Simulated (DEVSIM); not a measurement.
Device: Schottky contact on n-type β-Ga2O3, at 350 K.

Layer 1 from the left is β-Ga2O3, thickness (μm) 0.650, Nd (cm⁻³) 8.1e16, τn (s) 4.2e-9, τp (s) 4.2e-9.

Left contact: Schottky, work function 5.57 eV, emission velocity 2.2e6 cm/s. Right contact: ohmic. Voltage is applied to the left contact. Recombination: SRH at mid-gap, Auger. Mobility is constant in doping.

This is a model device: material constants are rounded textbook-type values typed into the input, and sizes, dopings and lifetimes were drawn at random. Values at 300 K; Nc and Nv go as T^1.5, mobilities as T to minus their exponent, the gap by Varshni's rule with the affinity fixed.

β-Ga2O3: gap (eV) 4.8, affinity (eV) 4, permittivity 10, Nc (cm⁻³) 3.7e18, Nv (cm⁻³) 5e20, μn (cm²/Vs) 160, μp (cm²/Vs) 1, T exponent of μn 1.8, T exponent of μp 1.5, Cn (cm⁶/s) 1e-31, Cp (cm⁶/s) 1e-31, Varshni α (eV/K) 0.0004, Varshni β (K) 600.

Model (solved in DEVSIM): 1D drift-diffusion, Boltzmann statistics, complete ionisation; no tunnelling, impact ionisation, image-force lowering or self-heating. Metal contacts follow the ideal Schottky-Mott rule: no Fermi-level pinning, no interface dipoles.

Dark forward current:

```csv
|V| (V),|J| (A/cm²)
0.25,1.470e-13
0.30,7.700e-13
0.35,4.032e-12
0.40,2.111e-11
0.45,1.105e-10
0.50,5.782e-10
0.55,3.025e-9
0.60,1.582e-8
0.65,8.275e-8
0.70,4.325e-7
0.75,2.260e-6
0.80,1.180e-5
0.85,6.158e-5
0.90,0.0003211
0.95,0.001673
1.00,0.008702
1.05,0.04519
1.10,0.2340
1.15,1.206
1.20,6.141
1.25,30.19
1.30,131.8
1.35,434.7
1.40,1004
1.45,1779
1.50,2680
```

Q: Work out the local ideality factor n = ΔV / (kT/q · ln(J2/J1)) between the rows 0.25 and 0.30 V, 1.45 and 1.50 V.

A: kT/q = 30.16 mV. From 0.25 to 0.30 V: ln(7.700e-13/1.470e-13) = 1.656, n = 1.00, near the 1 of diffusion or emission over a barrier. From 1.45 to 1.50 V: ln(2680/1779) = 0.410, n = 4.05; the layers' resistance at their doping, Σ W/(qμN) = 4.1e-5 Ω cm², would take 37 mV of this step of 50 mV.

Q: Estimate the current at 0.75 V for emission alone, J0 = q v N_band exp(−φB/kT), and read the barrier back from the simulated current.

A: φB = 1.570 eV, N_band = 4.66e18 cm⁻³, J0 = 4.06e-17 A/cm²; J = J0 (exp(qV/kT) − 1) = 2.56e-6 A/cm². The simulation gives 2.26e-6 A/cm²; the estimate lies 13 % above. Read backwards, the simulated current gives an apparent barrier of 1.574 eV. The estimate leaves out transport through the depletion region and minority injection.
